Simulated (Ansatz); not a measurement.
Space group P-31m (No. 162); a = 5.050 Å, b = 5.050 Å, c = 4.693 Å, α = 90.00°, β = 90.00°, γ = 120.00°

```csv
atom,site,symmetry,x,y,z
Ti,6k,..m,0.3314,0.3314,0.7404
O,1a,-3.m,0.0000,0.0000,0.0000
```

Ti$_{6}$O (P-31m), PBEsol, DFPT electron-phonon coupling, linearised Boltzmann equation (plane waves, PAW, scalar-relativistic; Ansatz, a quantum-chemistry and plane-wave program): the phonon-limited resistivity at 300 K is 95.8 μΩ·cm (x, the basal plane), 95.8 μΩ·cm (y, the basal plane), 37.2 μΩ·cm (z, c). Third figures are kept for the arithmetic.

Task: Bound the resistivity of a random, dense polycrystal without boundary scattering, and give the anisotropy.

Result: Largest over smallest: 2.6. Upper bound, grains in series: (95.8 + 95.8 + 37.2)/3 = 76 μΩ·cm. Lower bound, grains side by side: 3/Σ(1/ρ) = 63 μΩ·cm. The best single-crystal direction lies 41 % under the lower bound.

Task: The current-weighted mean free path is 2.90 nm along x and 3.77 nm along z. How does ρ₀ℓ differ between these directions?

Result: x: 95.8 × 2.90 = 28×10⁻¹⁶ Ω·m²; z: 37.2 × 3.77 = 14.0×10⁻¹⁶ Ω·m², a ratio of 1.98. The size effect in a wire also hangs on the velocities towards its walls, so the isotropic formulas don't carry over to this crystal.

A metal at this level (no band gap). Only scattering by harmonic phonons is included (no impurities, grain boundaries, electron-electron scattering or thermal expansion). Spin-orbit coupling is left out. Values near or above 100 μΩ·cm, or paths under about 2 nm, lie near resistivity saturation, where the Boltzmann equation overshoots. Halving the electron mesh (20x20x20) moves the resistivity by up to 6 % at 300 K, the mean free path by up to 4 %. Smearing 0.20 eV; phonons on a 3x3x3 q mesh, which this run doesn't test.

Formula and space group known from diffraction (Crystallography Open Database), not checked to be the room-temperature form: Ti6O (P-31m).
